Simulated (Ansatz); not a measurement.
Base system: WSe$_{2}$ (space group Fm-3m, No. 225; a = 6.2622 Å; ferromagnetic; a hypothetical phase, not in the database extracts checked). Axes: x, y, z lie along the cube axes.

The values are results of r2SCAN/PAW in Ansatz (a program for electronic structure), without spin-orbit coupling, not measurements.

For the base:

| Property | Result |
|---|---|
| Magnetic state | ferromagnetic |
| Shortest interatomic distance | 2.712 Å |

Now apply this change: uniaxial stress, 1 GPa compression along x, with the cell and atoms free to relax against it.

Problem. How does this affect the magnetic state, energy relative to the base and shortest interatomic distance?

Solution. The magnetic state is still ferromagnetic; the energy goes up by 0.3 meV/atom; the shortest interatomic distance drops by 0.003 Å to 2.709 Å.

Other magnetic orders, which the real material may have, were not ruled out. Without a gap, meshes like the base's 13×13×13 leave anisotropic stresses uncertain by several tenths of a GPa, and small strain energies with them. Load acts through the strain it causes; cell and atoms are relaxed under it. Stability under load was not tested beyond the relaxation.
